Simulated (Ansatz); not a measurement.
Take HfN in the rock salt structure (space group Fm-3m, No. 225; relaxed with 0.1 eV smearing) as the base.

```xyz
2
Lattice="0.0000 2.2629 2.2629 2.2629 0.0000 2.2629 2.2629 2.2629 0.0000" Properties=species:S:1:pos:R:3 pbc="T T T"
Hf     0.0000     0.0000     0.0000
N      2.2629     2.2629     2.2629
```

Cartesian axes are those of the cell as printed.

Level of theory: r2SCAN in Ansatz (plane waves to 500 eV, PAW, scalar-relativistic without spin-orbit coupling).

Strains are applied to the cell and any free atomic positions relax.

One change was made to it. Results:

| quantity | base | after |
|---|---|---|
| energy relative to the base (free energy F) | 0 meV/atom | +3.8 meV/atom |
| pressure (mean of the normal stresses, compression positive) | 0.0 GPa | 0.1 GPa |

**Question.** What was done to the base?
A) tensor shear ε_xy = +0.29 %
B) tensor shear ε_xy = +0.86 %
C) tensor shear ε_xy = +2.00 %
D) tensor shear ε_xy = +1.43 %

**Answer.** D, tensor shear ε_xy = +1.43 %. For comparison, the energy relative to the base in the other runs: tensor shear ε_xy = +0.86 % gives +1.4 meV/atom; tensor shear ε_xy = +0.29 % gives +0.2 meV/atom; tensor shear ε_xy = +2.00 % gives +7.5 meV/atom.

No phonon test of stability was made. All final runs are without spin polarisation. An odd electron count without spin: HfN.

Ansatz is a first-principles code.
